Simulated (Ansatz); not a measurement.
Input:

```
CELL_PARAMETERS angstrom
      3.27199     0.00000     0.00000
      0.00000     3.27199     0.00000
      1.63599    -1.63599     2.24978
ATOMIC_POSITIONS crystal
  B  0.00000 0.00000 0.00000
  P  0.75000 0.75000 0.50000
```

No spin polarisation.

Calculations: Kohn–Sham DFT with the r2SCAN functional, run in Ansatz (an electronic-structure program) with PAW and 500 eV plane waves, scalar-relativistic without spin-orbit coupling. Settings: 12×12×12 k-points, 0.05 eV Fermi–Dirac smearing.

### Question
Predict the smallest direct gap.

### Answer
3.26 eV.

### Question
Estimate the valence-band top at Γ (three highest levels, from the VBM).

### Answer
0.00, -0.28, -0.28 eV.

### Question
Estimate the mean in-plane stress (compression positive).

### Answer
-7.5 GPa.

The cells carry an imposed strain or load. Whether these cells are dynamically stable was not tested. The cell was made from BP in the zinc blende structure (space group F-43m, No. 216) by this change: biaxial strain +2.00 %, plane normal [001], relaxed out of plane.
